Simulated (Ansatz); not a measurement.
# What strain tensor (xx, yy, zz, yz, xz, xy) = (−1.81, +1.97, +0.90, +0.72, −1.83, −1.94) % does to MgTe

Take MgTe in the wurtzite structure (space group P6_3mc, No. 186; a = 4.561 Å, c = 7.413 Å) as the base. Axes: x lies along a and z along c of the hexagonal cell.

One thing is altered: the symmetric strain tensor [-0.0181 -0.0194 -0.0183; -0.0194 0.0197 0.0072; -0.0183 0.0072 0.0090]; the atoms relax in the strained cell.

Level of theory: PBEsol (Ansatz, an electronic-structure program, PAW, no spin-orbit coupling). k-mesh 8×8×5 (Γ-centred); smearing 0.05 eV (Fermi–Dirac).

- Volume per atom = 33.70 Å³ (base 33.39 Å³)
- Space group = P1 (No. 1) (base P6_3mc (No. 186))
- Energy relative to the base (free energy F) = +5.4 meV/atom
- Pressure (mean of the normal stresses, compression positive) = -0.42 GPa (base -0.01 GPa)
- Band gap = 2.20 eV (base 2.39 eV)
- Gap character = direct at Γ (base direct at Γ)
- Valence-band top at Γ (three highest levels, from the VBM) = 0.00, -0.13, -0.24 eV (base 0.00, -0.02, -0.02 eV)
- Largest internal atomic displacement = 0.081 Å
- Stress (xx, yy, zz, yz, xz, xy; compression positive) = (0.08, -0.73, -0.60, -0.19, 0.34, 0.39) GPa

Final structure:

```yaml
crystal:
  lattice:
    - [4.47839, -0.08848, -0.08324]
    - [-2.31582, 4.07195, 0.07006]
    - [-0.13529, 0.05337, 7.47968]
  atoms:
    - { symbol: Mg, position: [0.66760, 0.33716, 0.00007] }
    - { symbol: Mg, position: [0.32745, 0.66524, 0.50006] }
    - { symbol: Te, position: [0.65064, 0.31906, 0.62496] }
    - { symbol: Te, position: [0.35430, 0.67854, 0.12531] }
```

Spin-orbit coupling, missing from the scalar runs, can matter with Te. Whether these cells are dynamically stable was not tested. k-point labels follow each cell's own Brillouin zone.
